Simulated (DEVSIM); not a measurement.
Si p-n junction from an implanted or diffused profile

Device: Si p-n junction from an implanted or diffused profile, at 350 K.

| layer (left to right) | material | thickness (μm) | Nd (cm⁻³) | τn (s) | τp (s) |
|---|---|---|---|---|---|
| 1 | Si | 62.0 | 5.9e16 | 3.3e-7 | 9.9e-6 |

Added acceptor profile: 2.8e18 cm⁻³ × exp(−(x − 0 μm)²/(2·(0.087 μm)²)). Left contact: ohmic. Right contact: ohmic. Voltage is applied to the left contact. Recombination: SRH at mid-gap, radiative. Mobility is constant in doping.

The device is made up for the run: typed textbook-type constants, with dimensions and the other settings drawn at random. Values at 300 K; Nc and Nv go as T^1.5, mobilities as T to minus their exponent, the gap by Varshni's rule with the affinity fixed.

```tsv
parameter	Si
gap (eV)	1.124
affinity (eV)	4.05
permittivity	11.7
Nc (cm⁻³)	2.86e19
Nv (cm⁻³)	3.1e19
μn (cm²/Vs)	1417
μp (cm²/Vs)	470
T exponent of μn	2.3
T exponent of μp	2.2
B (cm³/s)	4.7e-15
Varshni α (eV/K)	0.000473
Varshni β (K)	636
```

Simulated with DEVSIM: 1D drift-diffusion, Boltzmann statistics, complete ionisation; no tunnelling, impact ionisation, image-force lowering or self-heating.

```json
{
 "potential_step_across_the_device_at_zero_bias": "0.837 V",
 "Dark forward voltage at 1 A/cm²": "0.529 V",
 "Dark forward voltage at 100 A/cm²": "0.726 V"
}
```

Small-signal capacitance in reverse bias (quasi-static):

| V (V) | C (nF/cm²) |
|---|---|
| -0.1 | 63.1 |
| -0.25 | 58.6 |
| -0.5 | 53.0 |
| -0.75 | 48.9 |
| -1 | 45.6 |
| -1.5 | 40.8 |
| -2 | 37.2 |
| -2.5 | 34.5 |
| -3.25 | 31.4 |
| -4 | 29.0 |
| -5 | 26.6 |

Dark forward current:

```json
[
 {"V (V)": "0.05", "J (A/cm²)": "1.3e-7"},
 {"V (V)": "0.10", "J (A/cm²)": "7.6e-7"},
 {"V (V)": "0.20", "J (A/cm²)": "1.9e-5"},
 {"V (V)": "0.25", "J (A/cm²)": "0.00010"},
 {"V (V)": "0.30", "J (A/cm²)": "0.00052"},
 {"V (V)": "0.40", "J (A/cm²)": "0.014"},
 {"V (V)": "0.45", "J (A/cm²)": "0.074"},
 {"V (V)": "0.50", "J (A/cm²)": "0.39"},
 {"V (V)": "0.60", "J (A/cm²)": "8.9"},
 {"V (V)": "0.65", "J (A/cm²)": "30"},
 {"V (V)": "0.70", "J (A/cm²)": "72"},
 {"V (V)": "0.75", "J (A/cm²)": "130"},
 {"V (V)": "0.85", "J (A/cm²)": "310"},
 {"V (V)": "0.90", "J (A/cm²)": "430"},
 {"V (V)": "0.95", "J (A/cm²)": "570"},
 {"V (V)": "1.05", "J (A/cm²)": "890"},
 {"V (V)": "1.10", "J (A/cm²)": "1100"},
 {"V (V)": "1.15", "J (A/cm²)": "1300"},
 {"V (V)": "1.25", "J (A/cm²)": "1800"},
 {"V (V)": "1.30", "J (A/cm²)": "2000"}
]
```
